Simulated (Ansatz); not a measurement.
Hf: stress against strain

Hf (hcp, P6_3/mmc, 21.613 Å³/atom at rest, c along z) under a strain ε along a direction in the basal plane (axis x), the other axes held. PBEsol in Ansatz, a plane-wave DFT program (PAW, default set), 420 eV, 21×21×12 Γ-centred mesh, Fermi-Dirac smearing 0.10 eV; ions are relaxed within the symmetry of each cell. Stress is positive for a compressed cell.

Here s stands for strain and y for stress xx.

| strain (%) | stress xx (GPa) |
|---|---|
| -1.50 | 2.87 |
| -1.00 | 1.89 |
| -0.50 | 0.93 |
| 0.00 | 0.01 |
| 0.50 | -0.89 |
| 1.00 | -1.75 |
| 1.50 | -2.58 |
| 3.00 | ? |

Q: Using a straight line, estimate the missing y at s = 3.00 from the other rows, showing the fit.

A: Means: s 0, y 0.069. About the means, the sum of products is -12.725 and the sum of squares of s is 7.0000; the slope is their ratio. Least squares gives y = 0.069 - 1.8179·s. Residuals (row less fit): 0.074, 0.003, -0.048, -0.059, -0.050, -0.001, 0.078; standard error 0.063 (degrees of freedom: 5). The slope gives the elastic constant C11 = 182 ± 2 GPa. At the withheld row, y = 0.069 - 1.8179 × 3.0 = -5.385 GPa. The calculation gives -4.90 GPa, 0.485 GPa above the prediction (6.2 % of the range of y in the table). The row lies outside the fitted rows, so this is an extrapolation. From the scatter of the fitted rows alone, a prediction at this place has a standard error of 0.098 GPa, so the miss is 4.9 times that.

One order more, fitted to all 13 runs of the series, follows each within 0.01, so the miss is the next term of a smooth law. In a metal these values are sensitive to mesh and smearing; energies are taken to zero smearing, stresses follow the free energy. Rows are the converged runs of the series near zero and its far end; series whose fitted rows scatter by over a few per cent of the range, as at a crossing or softening among them, aren't shown in this form. Most that stay on the fit to the last digits aren't either.
